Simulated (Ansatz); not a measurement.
The parent structure is GaCuSe2 in the chalcopyrite structure (space group I-42d, No. 122; a = 5.570 Å, c = 11.075 Å).

Calculations: Ansatz (an electronic-structure program), PBEsol, PAW, cutoff 420 eV, spin-orbit coupling left out.

Strains are applied to the cell and any free atomic positions relax.

One change was made to it. Results:

The band gap rises by 0.30 eV (0.12 eV → 0.42 eV); the energy goes up by 24 meV/atom.

Problem. Which change produced these results?
A) isotropic strain −0.75 %
B) isotropic strain −2.25 %
C) isotropic strain −1.50 %
D) isotropic strain −3.00 %

Solution. B, isotropic strain −2.25 %. For comparison, the band gap in the other runs: isotropic strain −0.75 % gives 0.22 eV; isotropic strain −1.50 % gives 0.32 eV; isotropic strain −3.00 % gives 0.53 eV.

Whether these cells are dynamically stable was not tested. The final runs are not spin-polarised. A zero or small gap of GaCuSe2 can be the functional's error rather than a property of the material.
